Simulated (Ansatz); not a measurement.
**Si well of 16 atomic layers along [001] in random Si0.8Ge0.2, interfaces graded over 8 layers**

Prepared with Tersoff's 1989 multicomponent potential (SiCGe.tersoff) run with LAMMPS: minimisation. Geometry as solved with PBE, support functions at accuracy medium on the grid of 370 eV (Ansatz, a first-principles code).

```xyz
720
Lattice="16.58 0.00 0.00 0.00 16.58 0.00 0.00 0.00 54.92" Properties=species:S:1:pos:R:3 pbc="T T T"
Si     0.00    -0.02     0.04
Ge     1.41     1.38     1.41
Si     2.82     2.76     0.00
Si     4.15     4.15     1.38
Si     2.79    -0.03     2.82
Si     4.15     1.40     4.16
Si     0.01     2.80     2.78
Si     1.39     4.16     4.15
Si    -0.02    -0.04     5.52
Ge     1.35     1.41     6.89
Si     2.78     2.80     5.51
Si     4.14     4.12     6.95
Ge     2.78     0.00     8.33
Si     4.22     1.38     9.71
Si    -0.04     2.81     8.27
Ge     1.36     4.18     9.67
Si     0.03     0.01    11.08
Si     1.39     1.36    12.47
Ge     2.80     2.75    11.09
Si     4.17     4.16    12.50
Si     2.77     0.01    13.85
Si     4.15     1.38    15.21
Si     0.02     2.78    13.80
Si     1.39     4.14    15.19
Si     0.02    -0.01    16.59
Si     1.39     1.38    17.94
Si     2.77     2.76    16.57
Si     4.14     4.15    17.94
Si     2.77     0.01    19.30
Si     4.15     1.39    20.66
Si     0.00     2.76    19.29
Si     1.38     4.15    20.66
Si     0.00     0.00    22.01
Si     1.38     1.38    23.37
Si     2.76     2.77    22.02
Si     4.14     4.15    23.38
Si     2.76     0.00    24.73
Si     4.15     1.38    26.09
Si     0.00     2.76    24.73
Si     1.38     4.14    26.09
Si     0.00     0.00    27.45
Si     1.38     1.38    28.81
Si     2.76     2.76    27.45
Si     4.14     4.15    28.81
Si     2.76     0.00    30.16
Si     4.14     1.38    31.52
Si     0.00     2.76    30.18
Si     1.38     4.15    31.54
Si     0.01     0.00    32.89
Si     1.37     1.39    34.27
Si     2.76     2.76    32.89
Si     4.17     4.13    34.23
Si     2.75     0.01    35.64
Si     4.17     1.37    36.97
Si    -0.02     2.78    35.62
Si     1.34     4.15    36.99
Ge    -0.02     0.00    38.37
Si     1.36     1.40    39.78
Ge     2.76     2.77    38.37
Si     4.16     4.17    39.76
Ge     2.77     0.00    41.13
Si     4.18     1.42    42.50
Si     0.00     2.75    41.16
Si     1.38     4.15    42.50
Si     0.01     0.01    43.87
Si     1.40     1.40    45.23
Si     2.78     2.78    43.86
Si     4.15     4.15    45.24
Si     2.74     0.04    46.64
Si     4.15     1.37    48.00
Si     0.05     2.81    46.57
Si     1.43     4.14    47.96
Si     0.06     0.00    49.37
Si     1.41     1.38    50.74
Si     2.78     2.76    49.36
Si     4.16     4.10    50.75
Si     2.79     0.02    52.12
Si     4.14     1.41    53.49
Si     0.04     2.74    52.14
Ge     1.38     4.14    53.57
Si    -0.03     5.55     0.03
Si     1.35     6.90     1.40
Ge     2.79     8.27     0.00
Si     4.20     9.68     1.37
Si     2.73     5.51     2.73
Ge     4.12     6.93     4.12
Si    -0.02     8.28     2.79
Si     1.33     9.66     4.17
Si     0.01     5.52     5.53
Si     1.38     6.89     6.91
Si     2.71     8.31     5.54
Si     4.10     9.66     6.90
Si     2.78     5.55     8.28
Si     4.13     6.86     9.72
Si    -0.01     8.24     8.28
Ge     1.40     9.63     9.67
Si    -0.03     5.56    11.09
Si     1.39     6.90    12.46
Si     2.79     8.25    11.10
Si     4.14     9.65    12.47
Si     2.77     5.53    13.84
Si     4.14     6.91    15.21
Si     0.04     8.26    13.86
Si     1.39     9.67    15.22
Si     0.01     5.51    16.57
Si     1.38     6.90    17.93
Si     2.77     8.29    16.58
Si     4.15     9.68    17.94
Si     2.76     5.53    19.30
Si     4.14     6.91    20.66
Si     0.01     8.29    19.31
Si     1.39     9.67    20.67
Si     0.00     5.53    22.02
Si     1.38     6.91    23.38
Si     2.77     8.29    22.03
Si     4.15     9.67    23.38
Si     2.76     5.53    24.74
Si     4.15     6.91    26.09
Si     0.00     8.29    24.74
Si     1.38     9.67    26.09
Si     0.00     5.52    27.45
Si     1.38     6.90    28.81
Si     2.76     8.29    27.45
Si     4.16     9.67    28.80
Si     2.76     5.53    30.18
Si     4.15     6.90    31.54
Si    -0.03     8.27    30.15
Ge     1.38     9.68    31.52
Si    -0.01     5.53    32.88
Si     1.35     6.94    34.23
Si     2.78     8.28    32.91
Si     4.15     9.67    34.27
Ge     2.76     5.54    35.61
Si     4.16     6.93    37.01
Si    -0.01     8.31    35.62
Si     1.38     9.67    36.99
Si     0.00     5.56    38.35
Si     1.38     6.91    39.73
Si     2.76     8.29    38.37
Si     4.13     9.67    39.73
Si     2.74     5.51    41.10
Ge     4.14     6.91    42.51
Si    -0.01     8.28    41.11
Si     1.37     9.66    42.48
Si     0.00     5.53    43.86
Si     1.36     6.90    45.25
Si     2.72     8.31    43.90
Si     4.12     9.65    45.28
Si     2.78     5.54    46.60
Si     4.11     6.93    47.98
Si    -0.01     8.30    46.61
Si     1.37     9.67    47.98
Ge     0.03     5.56    49.34
Si     1.41     6.96    50.75
Si     2.76     8.32    49.36
Si     4.13     9.64    50.78
Ge     2.80     5.54    52.13
Si     4.22     6.89    53.54
Si     0.03     8.27    52.15
Si     1.40     9.66    53.50
Ge     0.00    11.05    -0.02
Si     1.37    12.48     1.37
Si     2.79    13.80     0.02
Si     4.12    15.19     1.41
Ge     2.73    11.03     2.75
Ge     4.14    12.48     4.15
Si     0.01    13.83     2.78
Si     1.38    15.20     4.17
Si    -0.01    11.06     5.54
Si     1.37    12.44     6.92
Si     2.73    13.85     5.56
Si     4.14    15.22     6.88
Si     2.75    11.05     8.26
Ge     4.15    12.40     9.69
Si    -0.01    13.82     8.30
Si     1.34    15.20     9.69
Ge     0.00    11.10    11.08
Si     1.39    12.44    12.53
Ge     2.75    13.85    11.12
Si     4.18    15.25    12.48
Si     2.78    11.03    13.84
Si     4.18    12.41    15.18
Si     0.01    13.81    13.88
Si     1.38    15.22    15.20
Si     0.00    11.05    16.58
Si     1.37    12.42    17.96
Ge     2.78    13.81    16.58
Si     4.18    15.23    17.96
Si     2.77    11.05    19.31
Si     4.15    12.44    20.66
Si     0.00    13.82    19.31
Si     1.38    15.20    20.66
Si     0.00    11.05    22.02
Si     1.38    12.44    23.38
Si     2.77    13.82    22.02
Si     4.15    15.20    23.37
Si     2.76    11.06    24.73
Si     4.15    12.44    26.09
Si     0.00    13.82    24.73
Si     1.38    15.21    26.09
Si     0.00    11.06    27.45
Si     1.38    12.45    28.80
Si     2.77    13.83    27.44
Si     4.15    15.20    28.81
Si     2.79    11.08    30.14
Si     4.16    12.44    31.53
Si     0.00    13.82    30.17
Si     1.38    15.20    31.53
Si    -0.03    11.08    32.91
Si     1.37    12.43    34.26
Si     2.74    13.79    32.87
Ge     4.15    15.20    34.25
Si     2.76    11.05    35.62
Si     4.14    12.41    36.99
Si     0.00    13.82    35.63
Si     1.40    15.18    36.99
Si     0.00    11.05    38.36
Si     1.37    12.44    39.72
Si     2.77    13.80    38.36
Si     4.15    15.20    39.70
Si     2.72    11.03    41.08
Ge     4.10    12.46    42.45
Si     0.00    13.80    41.11
Si     1.34    15.19    42.50
Si    -0.03    11.02    43.84
Ge     1.36    12.42    45.25
Si     2.72    13.84    43.86
Ge     4.15    15.23    45.24
Si     2.78    11.04    46.65
Si     4.14    12.46    47.99
Si    -0.02    13.84    46.65
Si     1.40    15.21    47.99
Si     0.00    11.05    49.33
Ge     1.41    12.42    50.74
Si     2.80    13.85    49.36
Si     4.16    15.21    50.75
Si     2.79    11.02    52.17
Si     4.14    12.43    53.53
Si     0.00    13.78    52.16
Ge     1.40    15.20    53.54
Ge     5.48     0.00    -0.01
Ge     6.93     1.42     1.40
Si     8.31     2.80    -0.03
Si     9.67     4.14     1.37
Si     8.34     0.01     2.76
Si     9.69     1.38     4.14
Si     5.51     2.79     2.79
Si     6.93     4.10     4.14
Si     5.51     0.05     5.56
Si     6.90     1.39     6.93
Si     8.28     2.72     5.52
Ge     9.67     4.13     6.92
Si     8.30     0.03     8.31
Si     9.68     1.39     9.69
Si     5.55     2.77     8.32
Si     6.91     4.15     9.70
Si     5.57     0.01    11.10
Si     6.92     1.40    12.46
Si     8.29     2.76    11.07
Si     9.69     4.12    12.42
Si     8.27     0.03    13.86
Si     9.67     1.39    15.21
Si     5.53     2.76    13.85
Si     6.89     4.11    15.24
Si     5.53     0.01    16.58
Si     6.91     1.38    17.94
Si     8.29     2.76    16.59
Si     9.67     4.14    17.95
Si     8.29     0.00    19.30
Si     9.67     1.38    20.66
Si     5.53     2.76    19.29
Si     6.91     4.15    20.66
Si     5.53     0.00    22.02
Si     6.91     1.38    23.38
Si     8.29     2.77    22.02
Si     9.67     4.15    23.38
Si     8.29     0.00    24.74
Si     9.68     1.38    26.10
Si     5.53     2.77    24.74
Si     6.91     4.15    26.09
Si     5.53     0.00    27.45
Si     6.91     1.38    28.81
Si     8.29     2.77    27.45
Si     9.68     4.15    28.81
Si     8.30     0.00    30.16
Si     9.68     1.38    31.53
Si     5.53     2.77    30.17
Si     6.92     4.15    31.52
Si     5.55     0.02    32.86
Si     6.90     1.41    34.22
Si     8.30     2.78    32.88
Si     9.67     4.15    34.25
Ge     8.29     0.00    35.61
Si     9.67     1.44    36.99
Si     5.53     2.76    35.61
Si     6.90     4.15    36.99
Si     5.54     0.00    38.36
Si     6.91     1.39    39.73
Si     8.28     2.78    38.37
Si     9.68     4.14    39.73
Si     8.29     0.01    41.11
Si     9.67     1.40    42.47
Si     5.54     2.77    41.11
Si     6.92     4.13    42.49
Si     5.56     0.04    43.85
Si     6.92     1.39    45.24
Si     8.30     2.77    43.87
Si     9.68     4.15    45.24
Si     8.26     0.03    46.65
Si     9.67     1.39    48.00
Si     5.51     2.74    46.59
Ge     6.94     4.12    47.96
Si     5.54     0.01    49.39
Si     6.92     1.38    50.76
Si     8.32     2.74    49.40
Si     9.67     4.15    50.76
Si     8.31     0.03    52.13
Si     9.66     1.41    53.53
Si     5.55     2.76    52.14
Si     6.92     4.15    53.52
Si     5.54     5.50     0.00
Si     6.90     6.85     1.40
Ge     8.28     8.23    -0.03
Ge     9.64     9.69     1.39
Si     8.29     5.49     2.77
Si     9.64     6.85     4.19
Si     5.56     8.30     2.73
Si     6.94     9.63     4.14
Ge     5.56     5.51     5.56
Si     6.95     6.92     6.94
Si     8.31     8.27     5.54
Si     9.70     9.64     6.91
Si     8.28     5.53     8.33
Si     9.70     6.87     9.67
Ge     5.50     8.29     8.32
Si     6.88     9.69     9.71
Si     5.52     5.50    11.08
Si     6.86     6.90    12.45
Ge     8.27     8.26    11.05
Ge     9.66     9.72    12.46
Ge     8.28     5.51    13.83
Si     9.66     6.90    15.26
Si     5.52     8.29    13.84
Si     6.91     9.67    15.20
Si     5.52     5.53    16.57
Si     6.90     6.91    17.94
Si     8.28     8.30    16.58
Si     9.67     9.68    17.94
Si     8.29     5.53    19.30
Si     9.67     6.91    20.66
Si     5.53     8.29    19.30
Si     6.91     9.68    20.65
Si     5.53     5.53    22.01
Si     6.91     6.91    23.37
Si     8.29     8.29    22.02
Si     9.67     9.68    23.37
Si     8.29     5.53    24.73
Si     9.67     6.91    26.09
Si     5.53     8.29    24.74
Si     6.92     9.67    26.09
Si     5.53     5.53    27.45
Si     6.91     6.91    28.81
Si     8.29     8.29    27.45
Si     9.67     9.67    28.81
Si     8.30     5.53    30.17
Si     9.67     6.91    31.54
Si     5.53     8.29    30.18
Si     6.91     9.67    31.54
Si     5.54     5.52    32.89
Si     6.91     6.90    34.26
Si     8.29     8.29    32.90
Si     9.68     9.67    34.26
Si     8.29     5.52    35.63
Si     9.68     6.90    36.98
Si     5.53     8.29    35.63
Si     6.91     9.67    36.98
Si     5.51     5.51    38.34
Ge     6.91     6.90    39.73
Si     8.30     8.29    38.31
Ge     9.70     9.67    39.72
Si     8.30     5.48    41.11
Ge     9.70     6.88    42.49
Si     5.52     8.32    41.11
Si     6.92     9.65    42.48
Si     5.56     5.49    43.88
Si     6.91     6.89    45.25
Si     8.25     8.26    43.86
Ge     9.70     9.64    45.23
Si     8.33     5.55    46.59
Si     9.68     6.91    48.01
Si     5.52     8.26    46.62
Si     6.90     9.62    48.00
Ge     5.52     5.55    49.39
Si     6.94     6.93    50.78
Si     8.30     8.29    49.38
Si     9.67     9.68    50.75
Si     8.29     5.52    52.13
Si     9.70     6.88    53.49
Si     5.52     8.27    52.12
Ge     6.88     9.71    53.49
Si     5.52    11.10     0.00
Si     6.90    12.45     1.38
Si     8.32    13.80     0.02
Si     9.68    15.20     1.38
Si     8.24    11.07     2.78
Ge     9.68    12.45     4.16
Si     5.54    13.84     2.73
Ge     6.91    15.24     4.16
Ge     5.56    11.03     5.55
Si     6.96    12.45     6.91
Si     8.30    13.85     5.57
Si     9.66    15.26     6.91
Ge     8.31    11.04     8.32
Si     9.68    12.45     9.72
Ge     5.56    13.86     8.28
Si     6.95    15.24     9.71
Si     5.54    11.03    11.12
Si     6.90    12.45    12.46
Si     8.28    13.81    11.06
Ge     9.67    15.21    12.46
Si     8.26    11.10    13.86
Si     9.67    12.45    15.21
Si     5.53    13.83    13.83
Si     6.91    15.21    15.21
Si     5.54    11.05    16.57
Si     6.91    12.44    17.93
Si     8.29    13.84    16.57
Si     9.67    15.21    17.94
Si     8.29    11.06    19.30
Si     9.67    12.44    20.66
Si     5.54    13.82    19.30
Si     6.92    15.20    20.66
Si     5.53    11.06    22.02
Si     6.91    12.44    23.38
Si     8.30    13.82    22.02
Si     9.68    15.20    23.38
Si     8.30    11.06    24.73
Si     9.67    12.44    26.09
Si     5.53    13.82    24.73
Si     6.91    15.20    26.09
Si     5.53    11.06    27.45
Si     6.91    12.44    28.81
Si     8.29    13.82    27.45
Si     9.68    15.20    28.81
Si     8.29    11.05    30.17
Si     9.68    12.43    31.53
Si     5.53    13.82    30.17
Si     6.92    15.20    31.52
Si     5.53    11.05    32.90
Si     6.92    12.43    34.26
Si     8.29    13.81    32.88
Si     9.70    15.18    34.22
Si     8.30    11.05    35.63
Si     9.68    12.44    36.98
Si     5.55    13.78    35.65
Si     6.91    15.18    37.01
Si     5.50    11.02    38.34
Ge     6.91    12.43    39.73
Si     8.32    13.83    38.35
Si     9.65    15.20    39.76
Si     8.28    11.03    41.13
Ge     9.68    12.44    42.50
Si     5.53    13.87    41.09
Si     6.90    15.23    42.47
Ge     5.53    11.04    43.89
Si     6.90    12.49    45.26
Si     8.24    13.84    43.86
Ge     9.66    15.22    45.25
Ge     8.28    11.07    46.65
Si     9.68    12.45    48.05
Si     5.54    13.83    46.65
Si     6.91    15.21    48.01
Ge     5.53    11.04    49.39
Si     6.93    12.46    50.76
Si     8.29    13.85    49.39
Si     9.65    15.22    50.76
Si     8.31    11.08    52.11
Si     9.66    12.46    53.50
Si     5.51    13.79    52.12
Ge     6.93    15.17    53.51
Si    10.99     0.04     0.02
Si    12.39     1.37     1.41
Ge    13.79     2.80     0.04
Si    15.22     4.18     1.43
Si    13.78    -0.01     2.75
Ge    15.17     1.39     4.15
Si    11.04     2.78     2.77
Si    12.43     4.15     4.16
Si    11.06     0.01     5.52
Si    12.41     1.40     6.91
Si    13.78     2.79     5.56
Si    15.17     4.17     6.90
Ge    13.81    -0.02     8.28
Ge    15.21     1.42     9.71
Si    11.07     2.74     8.33
Si    12.45     4.13     9.69
Si    11.06     0.04    11.06
Si    12.42     1.40    12.46
Si    13.80     2.79    11.11
Si    15.21     4.16    12.45
Si    13.77     0.00    13.83
Ge    15.19     1.40    15.20
Si    11.05     2.76    13.83
Si    12.42     4.15    15.20
Si    11.05     0.00    16.57
Si    12.43     1.38    17.94
Si    13.79     2.79    16.60
Si    15.20     4.15    17.94
Si    13.82     0.00    19.29
Si    15.20     1.38    20.66
Si    11.05     2.76    19.31
Si    12.44     4.14    20.66
Si    11.06     0.00    22.02
Si    12.44     1.38    23.38
Si    13.82     2.76    22.02
Si    15.20     4.14    23.38
Si    13.82     0.00    24.74
Si    15.20     1.38    26.09
Si    11.06     2.76    24.73
Si    12.44     4.15    26.09
Si    11.06     0.00    27.45
Si    12.44     1.38    28.81
Si    13.82     2.76    27.45
Si    15.20     4.14    28.81
Si    13.83     0.00    30.17
Si    15.20     1.38    31.54
Si    11.06     2.77    30.17
Si    12.43     4.15    31.53
Si    11.06     0.00    32.88
Si    12.43     1.39    34.25
Si    13.81     2.77    32.89
Si    15.19     4.16    34.25
Si    13.84     0.02    35.58
Si    15.17     1.41    36.97
Si    11.06     2.79    35.62
Si    12.43     4.16    36.99
Ge    11.04     0.04    38.39
Si    12.47     1.41    39.78
Si    13.79     2.76    38.34
Ge    15.20     4.15    39.75
Si    13.83     0.01    41.13
Si    15.20     1.38    42.51
Si    11.07     2.78    41.12
Si    12.45     4.15    42.50
Si    11.06     0.04    43.83
Si    12.41     1.43    45.20
Si    13.83     2.78    43.86
Si    15.21     4.16    45.23
Ge    13.81     0.00    46.56
Ge    15.26     1.40    47.98
Si    11.03     2.77    46.61
Si    12.40     4.19    47.96
Si    11.01     0.01    49.39
Si    12.35     1.40    50.75
Ge    13.76     2.78    49.37
Ge    15.20     4.16    50.81
Ge    13.78     0.02    52.11
Ge    15.23     1.38    53.55
Si    11.03     2.78    52.15
Si    12.41     4.16    53.51
Si    11.03     5.49    -0.04
Ge    12.45     6.85     1.37
Ge    13.85     8.32    -0.03
Si    15.21     9.68     1.43
Si    13.84     5.50     2.82
Si    15.21     6.89     4.17
Ge    11.04     8.26     2.81
Ge    12.49     9.68     4.21
Si    11.08     5.54     5.54
Si    12.45     6.90     6.93
Si    13.87     8.25     5.58
Si    15.24     9.64     6.91
Si    13.81     5.51     8.30
Si    15.20     6.88     9.65
Si    11.05     8.27     8.29
Si    12.38     9.68     9.67
Si    11.06     5.49    11.06
Si    12.43     6.83    12.45
Ge    13.78     8.26    11.04
Ge    15.19     9.66    12.51
Si    13.83     5.50    13.83
Si    15.23     6.88    15.19
Ge    11.08     8.27    13.86
Si    12.44     9.72    15.23
Si    11.05     5.51    16.59
Si    12.42     6.89    17.96
Ge    13.83     8.29    16.58
Si    15.23     9.69    17.97
Si    13.82     5.53    19.31
Si    15.20     6.91    20.66
Si    11.05     8.29    19.30
Si    12.44     9.67    20.65
Si    11.05     5.53    22.02
Si    12.44     6.91    23.37
Si    13.82     8.29    22.02
Si    15.20     9.67    23.38
Si    13.82     5.53    24.73
Si    15.20     6.91    26.09
Si    11.05     8.29    24.73
Si    12.43     9.67    26.09
Si    11.05     5.53    27.45
Si    12.43     6.91    28.81
Si    13.81     8.29    27.45
Si    15.19     9.67    28.80
Si    13.81     5.52    30.17
Si    15.19     6.91    31.52
Si    11.05     8.29    30.17
Si    12.44     9.67    31.53
Si    11.06     5.54    32.90
Si    12.44     6.91    34.26
Si    13.82     8.29    32.90
Si    15.19     9.68    34.26
Si    13.82     5.54    35.63
Si    15.20     6.92    36.98
Si    11.06     8.29    35.63
Si    12.45     9.68    36.99
Si    11.05     5.53    38.37
Si    12.45     6.91    39.73
Si    13.82     8.29    38.36
Si    15.21     9.66    39.73
Si    13.80     5.55    41.13
Si    15.20     6.91    42.49
Si    11.11     8.29    41.11
Si    12.47     9.66    42.48
Si    11.09     5.50    43.90
Si    12.46     6.90    45.24
Si    13.83     8.28    43.87
Si    15.19     9.66    45.23
Si    13.82     5.53    46.60
Si    15.18     6.93    47.96
Si    11.09     8.25    46.65
Si    12.44     9.67    48.00
Si    11.04     5.52    49.38
Si    12.42     6.90    50.75
Si    13.79     8.26    49.35
Ge    15.20     9.66    50.75
Si    13.79     5.57    52.18
Si    15.23     6.90    53.52
Si    11.05     8.29    52.12
Si    12.44     9.67    53.47
Ge    11.08    11.09    -0.03
Si    12.46    12.44     1.43
Ge    13.85    13.81     0.02
Si    15.22    15.22     1.43
Si    13.86    11.08     2.78
Si    15.22    12.45     4.15
Si    11.08    13.84     2.76
Si    12.44    15.21     4.15
Si    11.06    11.05     5.58
Si    12.44    12.46     6.89
Si    13.82    13.82     5.51
Si    15.21    15.16     6.88
Ge    13.82    11.05     8.29
Si    15.19    12.49     9.68
Ge    11.05    13.85     8.30
Si    12.43    15.22     9.72
Si    11.08    11.09    11.06
Si    12.45    12.44    12.45
Si    13.79    13.82    11.06
Ge    15.20    15.20    12.46
Si    13.80    11.10    13.87
Si    15.20    12.45    15.23
Si    11.07    13.80    13.85
Si    12.43    15.20    15.21
Si    11.04    11.07    16.59
Si    12.44    12.45    17.94
Si    13.82    13.83    16.58
Si    15.21    15.20    17.94
Si    13.82    11.06    19.30
Si    15.20    12.44    20.67
Si    11.05    13.83    19.30
Si    12.44    15.21    20.66
Si    11.06    11.06    22.01
Si    12.44    12.44    23.38
Si    13.82    13.82    22.02
Si    15.20    15.20    23.38
Si    13.82    11.06    24.74
Si    15.20    12.44    26.09
Si    11.06    13.82    24.74
Si    12.44    15.20    26.09
Si    11.06    11.06    27.45
Si    12.44    12.44    28.81
Si    13.82    13.82    27.45
Si    15.20    15.20    28.81
Si    13.82    11.05    30.17
Si    15.19    12.45    31.53
Si    11.06    13.82    30.17
Si    12.44    15.21    31.53
Si    11.06    11.05    32.89
Si    12.45    12.42    34.24
Si    13.82    13.83    32.89
Si    15.21    15.20    34.25
Si    13.82    11.06    35.63
Si    15.21    12.43    36.99
Si    11.05    13.79    35.58
Ge    12.46    15.18    36.97
Si    11.09    11.09    38.34
Si    12.45    12.44    39.74
Si    13.85    13.79    38.39
Si    15.18    15.18    39.78
Si    13.83    11.04    41.09
Si    15.21    12.40    42.45
Si    11.08    13.85    41.09
Si    12.42    15.24    42.47
Si    11.11    11.03    43.86
Si    12.43    12.40    45.27
Ge    13.82    13.81    43.85
Si    15.25    15.19    45.23
Si    13.82    11.03    46.62
Si    15.19    12.42    47.98
Si    11.03    13.76    46.62
Ge    12.41    15.17    48.01
Si    11.06    11.04    49.38
Si    12.41    12.43    50.76
Si    13.81    13.75    49.38
Ge    15.22    15.17    50.72
Si    13.79    11.07    52.13
Si    15.19    12.42    53.49
Si    11.01    13.81    52.10
Ge    12.36    15.20    53.54
```
